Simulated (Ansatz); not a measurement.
## WC (P-6m2): band-structure transport figures

Data:

```
WC
1.0
    2.87452     0.00000     0.00000
   -1.43726     2.48940     0.00000
    0.00000     0.00000     2.81018
W C
1 1
Direct
  0.00000   0.00000   0.00000
  0.66667   0.33333   0.50000
```

All values below come from PBEsol, rigid bands (plane waves, PAW, scalar-relativistic; Ansatz, a first-principles code). Condition of this run: hydrostatic pressure 10 GPa (the target of the relaxation). Geometry: cell and atoms relaxed with PBEsol, then loaded as said.

```yaml
density of states at the Fermi level: 0.294 states/(eV·cell), both spins
bare Sommerfeld coefficient: 0.35 mJ/(mol of atoms·K²)
drude_plasma_energy: 3.4 (x), 3.4 (y), 3.3 (z) eV
root-mean-square Fermi velocity: 5.5e5 m/s
resistivity times τ: 41 (x), 41 (y), 44 (z) ×10⁻²² Ω·m·s
```

A metal at this level (no band gap); rigid bands, thermally averaged at 300 K, both spins. Spin-orbit coupling is left out, which matters with elements this heavy. τ is one relaxation time for all states.
